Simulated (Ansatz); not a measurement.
GaS (R-3m, No. 166, 4 atoms in the cell; start mp-9889; a measured phase of this formula has another space group) was calculated with LDA in Ansatz (PAW).

Run with plane-wave cutoff 520 eV, 12×12×12 k mesh, Fermi–Dirac smearing 0.01 eV, scalar-relativistic PAW data made under PBE.

Cell (relaxed at this level):

```
CELL_PARAMETERS angstrom
      1.77312     1.02371     7.57855
     -1.77312     1.02371     7.57855
      0.00000    -2.04742     7.57855
ATOMIC_POSITIONS crystal
  Ga 0.94710 0.94710 0.94710
  Ga 0.05290 0.05290 0.05290
  S  0.23317 0.23317 0.23317
  S  0.76683 0.76683 0.76683
```

Problem. Predict the band gap and Γ–Γ gap.

Solution. 
band gap: 1.40 eV (on the SCF k mesh)
Γ–Γ gap: 3.78 eV

Note: the relaxation could not lower the start's symmetry, so the cell can be a saddle point above a distorted one.

Spin–orbit coupling is not included.

Static lattice: no zero-point or thermal effects.

Computing time: about 100 core-seconds (a rough figure).

A start named mp-… is a Materials Project structure, which need not be a measured phase.

Ansatz is a quantum-chemistry and plane-wave program.
